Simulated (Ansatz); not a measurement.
Thermal properties of hcp (Mg type) Ru at 300 K from the quasi-harmonic free energy in Ansatz (plane waves, PAW), for several functionals and conditions. The first row is the reference, at zero pressure. 

```json
[
 {"run": "PBEsol", "q mesh / k mesh": "4×4×3 / 16×16×9", "V (Å³/atom)": "13.40", "α_a (10⁻⁶/K)": "4.9", "α_c (10⁻⁶/K)": "8.4", "bulk modulus B_T (GPa)": "335", "γ": "2.09", "C_P (J/mol/K)": "23.9"},
 {"run": "PBEsol, coarser phonon mesh (3×3×2)", "q mesh / k mesh": "3×3×2 / 15×15×8", "V (Å³/atom)": "13.40", "α_a (10⁻⁶/K)": "5.5", "α_c (10⁻⁶/K)": "7.1", "bulk modulus B_T (GPa)": "336", "γ": "2.08", "C_P (J/mol/K)": "23.8"},
 {"run": "r2SCAN", "q mesh / k mesh": "4×4×3 / 16×16×9", "V (Å³/atom)": "13.58", "α_a (10⁻⁶/K)": "5.2", "α_c (10⁻⁶/K)": "8.8", "bulk modulus B_T (GPa)": "326", "γ": "2.15", "C_P (J/mol/K)": "24.0"},
 {"run": "PBEsol, pressure 15 GPa", "q mesh / k mesh": "4×4×3 / 16×16×9", "V (Å³/atom)": "12.87", "α_a (10⁻⁶/K)": "(withheld)", "α_c (10⁻⁶/K)": "6.8", "bulk modulus B_T (GPa)": "(withheld)", "γ": "1.95", "C_P (J/mol/K)": "23.4"},
 {"run": "PBEsol, pressure 30 GPa", "q mesh / k mesh": "4×4×3 / 16×16×9", "V (Å³/atom)": "12.44", "α_a (10⁻⁶/K)": "3.1", "α_c (10⁻⁶/K)": "5.7", "bulk modulus B_T (GPa)": "474", "γ": "1.86", "C_P (J/mol/K)": "23.0"},
 {"run": "PBEsol, pressure 5 GPa", "q mesh / k mesh": "4×4×3 / 16×16×9", "V (Å³/atom)": "13.21", "α_a (10⁻⁶/K)": "4.5", "α_c (10⁻⁶/K)": "7.8", "bulk modulus B_T (GPa)": "360", "γ": "2.04", "C_P (J/mol/K)": "23.7"}
]
```

Problem. Fill in the missing entries.

Solution. 
- PBEsol, pressure 15 GPa, α_a (10⁻⁶/K): 3.8
- PBEsol, pressure 15 GPa, bulk modulus B_T (GPa): 407

The crystal is held in this phase throughout; melting and phase transitions are not modelled.

The PAW data sets were generated under PBE and serve the other functionals too.

Ansatz is a quantum-chemistry and plane-wave program.
